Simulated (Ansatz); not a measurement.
Results of r²SCAN in Ansatz (PAW) for fluorite PtAl2.

Settings: plane-wave cutoff 600 eV, 12×12×12 k mesh, Fermi–Dirac smearing 0.1 eV, finite displacements, scalar-relativistic PAW data made under PBE.

Computed at the level's own relaxed cell.

Harmonic phonon frequencies (cm⁻¹; i marks an imaginary mode):

```csv
q point,frequencies
Γ,0 0 0 238 238 238 296 296 296
X,108 108 139 209 235 235 308 308 325
L,73 73 140 267 267 271 271 272 277
```

No imaginary mode appears at these points.

Ansatz is an electronic-structure program.
